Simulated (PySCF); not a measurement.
PySCF 2.14.0, CCSD (frozen core)/cc-pvdz: Ge(H)2(Br)(OEt) (CC[O][GeH2][Br]), 12 atoms. The geometry is a generated start, not checked to be a minimum at this level.

- task: ccsd
- basis: cc-pvdz
- two-electron scheme: exact four-centre integrals
- frozen core: true
- mf.init_guess: minao (default)
- mf.DIIS: CDIIS (default)
- mf.diis_space: 8 (default)
- mf.conv_tol: 1e-09 (default)
- basis functions (reference run): 131

On 4 threads, 1 BLAS thread. Build: conda-forge: OpenMP (GNU), OpenBLAS with its own threads, libcint, Libxc. Single runs; times are not shown.

Values of mol.max_memory tried: 8000 MB, 4000 MB, 2000 MB, 1000 MB, 500 MB, 300 MB, 200 MB.

Task: How low can the memory setting go, and what changes on the way?

Result: It runs down to 200 MB, the lowest tried, with the same result. At 8000 MB: SCF integrals in memory, transformation in memory. From 1000 MB down: SCF integrals in memory, transformation through a file. From 300 MB down: direct SCF, transformation through a file.

```csv
mol.max_memory,path,peak memory
8000 MB,"SCF integrals in memory, transformation in memory",1.0 GiB
4000 MB,"SCF integrals in memory, transformation in memory",1.0 GiB
2000 MB,"SCF integrals in memory, transformation in memory",1.0 GiB
1000 MB,"SCF integrals in memory, transformation through a file",1.6 GiB
500 MB,"SCF integrals in memory, transformation through a file",1.6 GiB
300 MB,"direct SCF, transformation through a file",1.4 GiB
200 MB,"direct SCF, transformation through a file",1.4 GiB
```

Peak memory is the kernel's count for the largest process, libraries included and scratch files not. The peak passes the setting at 1000 MB, 500 MB, 300 MB, 200 MB: it is no hard cap.
